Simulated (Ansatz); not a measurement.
wurtzite AlN: the defect Mg interstitial

Level of theory: PBE, PAW (plane waves to 420 eV; Ansatz, a quantum-chemistry and plane-wave program). Cell: 96 sites, 3×2×2; final energies on a 2×2×2 shifted mesh. Site at the start: void with 3N nearest. Energies of charged states are corrected for periodic images (point charge plus alignment at distant sites). Dielectric constants: PBE linear response of the host. Host gap at this level: 4.03 eV. These values are not converged in cell size to better than tenths of an eV. The semilocal functional narrows the gap, so deep levels can fall outside it. Spin–orbit coupling is left out. Each state is the lowest found from its start.

Formation energies E_f are given with the Fermi level at the valence-band maximum. Chemical conditions: Al-rich (Δμ(Mg) = -0.035 eV, bounded by Mg17Al12 (I-43m); only phases computed here count, gases as isolated molecules at 0 K). Reference phases: Mg: hcp Mg.

The name describes the start; the neighbours show where the added atom ended.

```json
[
 {"charge": "+2", "moment (μB)": "not spin-polarised", "largest move off a lattice site (Å)": "0.28", "neighbours of the added atom at the end (Å)": "N 2.01, N 2.02, N 2.02", "image correction with alignment (eV)": "1.20", "E_f, Al-rich (eV)": "0.71"},
 {"charge": "+1*", "moment (μB)": "1.0", "largest move off a lattice site (Å)": "0.30", "neighbours of the added atom at the end (Å)": "N 2.02, N 2.03, N 2.03", "image correction with alignment (eV)": "–", "E_f, Al-rich (eV)": "–"},
 {"charge": "0*", "moment (μB)": "not spin-polarised", "largest move off a lattice site (Å)": "0.32", "neighbours of the added atom at the end (Å)": "N 2.03, N 2.04, N 2.04", "image correction with alignment (eV)": "–", "E_f, Al-rich (eV)": "–"}
]
```

* At this level the carrier isn't localised at the defect: at charge +1 electrons occupy the conduction band; at charge 0 electrons occupy the conduction band. Such a state is shallow or no state of the defect, and this cell gives it no level.

Flagged in the runs: a doubtful potential alignment, a host whose relaxation on this sampling wasn't shown to rest, a strain field that reaches the edge of the cell.
